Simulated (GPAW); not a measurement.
Band structure of CdSe (F-43m, 2 atoms in the cell).

```
CdSe
1.0
    0.00000     3.04202     3.04202
    3.04202     0.00000     3.04202
    3.04202     3.04202     0.00000
Cd Se
1 1
Direct
  0.00000   0.00000   0.00000
  0.75000   0.75000   0.75000
```

Level of theory: PBE, GPAW PAW datasets PBE (gpaw-data 1.0.1) (plane waves; GPAW).

Settings: mode = pw; ecut = 550 eV; xc = PBE; kpts = 6 6 6; mesh shift (steps) = 0 0 0; occupations.name = fermi-dirac; occupations.width = 0 eV; nbands = -6; convergence.density = 1e-05 e/electron; convergence.energy = 1e-05 eV/electron; convergence.bands = -4; symmetry.symmorphic = false; symmetry.tolerance = 0.0005; maxiter = 100.

The starting cell comes from a database of computed structures (which also holds hypothetical and non-ambient phases and stackings), without a prior relaxation at this level. Its lattice was rescaled by a random factor within 2.5 % of one.

**Question.** Predict the gap along the standard path and the places of the band edges.

**Answer.** The gap along the path is 0.60 eV, direct at Γ to within 0.01 eV.

Levels in eV from the top of the valence band on the SCF mesh, bands 6 to 13:
```tsv
point	6	7	8	9	10	11	12	13
Γ	-7.51	0.00	0.00	0.00	0.60	5.91	5.91	5.91
X	-7.15	-4.08	-1.86	-1.86	3.14	3.76	9.08	10.19
W	-7.02	-3.99	-2.23	-2.22	5.02	5.21	6.45	7.60
K	-7.06	-4.02	-2.53	-1.53	3.71	5.15	8.25	8.58
L	-7.22	-4.39	-0.76	-0.76	2.38	6.44	6.44	7.40
U	-7.06	-4.02	-2.53	-1.53	3.71	5.15	8.25	8.58
```
